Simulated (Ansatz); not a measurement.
## Defect calculation: Be on the B site (Be_B) in bulk hexagonal BN (AA')

Level of theory: PBE-D3(BJ), PAW (plane waves to 420 eV; Ansatz, a program for electronic structure). Cell: 128 sites, 4×4×2; final energies on a 2×2×2 Γ-centred mesh. Site at the start: the B site. Charged cells carry a point-charge image correction with potential alignment at far atoms. Dielectric constants: PBE linear response of the host. Host gap at this level: 4.23 eV. Finite-size and sampling errors can reach tenths of an eV here. The semilocal functional narrows the gap, so deep levels can fall outside it. Spin–orbit coupling is left out. Each state is the lowest found from its start.

Charges from +1 to −1 were run; one beyond them could lie lower near a band edge.

| charge | moment (μB) | point group | largest move off a lattice site (Å) | image correction with alignment (eV) | above the lowest spin state (eV) |
|---|---|---|---|---|---|
| +1* | fractional | – | 0.11 | – | 0.00 |
| +1† | not spin-polarised | – | 0.25 | 0.14 | 0.05 |
| 0 | 1.0 | D3h | 0.10 | 0.00 | 0.00 |
| −1 | not spin-polarised | D3h | 0.10 | 0.19 | 0.00 |

* At this level the carrier isn't localised at the defect: at charge +1 holes occupy the valence band. Such a state is shallow or no state of the defect, and this cell gives it no level.

† A state of higher energy that isn't settled.

Point groups are those of the whole cell at tolerances of 0.03 and 0.1 Å ("near" where only the looser one holds); none is given for unsettled states.

Starting moments that weren't kept: charge +1 began with 2 μB and ended with 1.2.

Transition levels above the valence-band maximum: ε(0/−1) = 0.51 eV. On the lower envelope of the bound states, inside the gap: (0/−1) at 0.51 eV.

Flagged in the runs: a doubtful potential alignment, a strain field that reaches the edge of the cell.

All states together cost roughly 5 core-hours.
